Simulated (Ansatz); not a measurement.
The reference is C in the diamond structure (space group Fd-3m, No. 227).

C is modelled in the cubic space group Fd-3m, origin choice 1 (No. 227), the diamond structure, Pearson symbol cF8. Lattice parameters: a = b = c = 3.572 Å, α = β = γ = 90.00°. C on 8a has 4 C at 1.547 Å (tetrahedral). (Neighbours: up to the widest gap in distance over summed covalent radii, below 1.35, at either atom.)
(The calculation used a cell of 2 atoms; values per cell refer to that cell.)

Method: PBE (Ansatz, a first-principles code, PAW, spin-orbit coupling left out), earlier PAW set.

One change was made to it. Results:

```tsv
quantity	base	after
volume per atom	5.70 Å³	5.09 Å³
band gap	4.13 eV	4.39 eV
hole mass (degenerate bands, along [100])	0.30, 0.30, 0.51 mₑ (at Γ)	0.28, 0.28, 0.56 mₑ (at Γ)
```

What was done to the base?
A. pressure 60 GPa
B. pressure 4.2 GPa
C. pressure 30 GPa
D. pressure 18 GPa
E. pressure 1.8 GPa

A, pressure 60 GPa. For comparison, the band gap in the other runs: pressure 30 GPa gives 4.27 eV; pressure 4.2 GPa gives 4.15 eV; pressure 1.8 GPa gives 4.14 eV; pressure 18 GPa gives 4.22 eV.

Load acts through the strain it causes; cell and atoms are relaxed under it. Effective masses come from finite differences of ±0.01 Å⁻¹. No phonon test of stability was made. No other phases were tried under pressure.
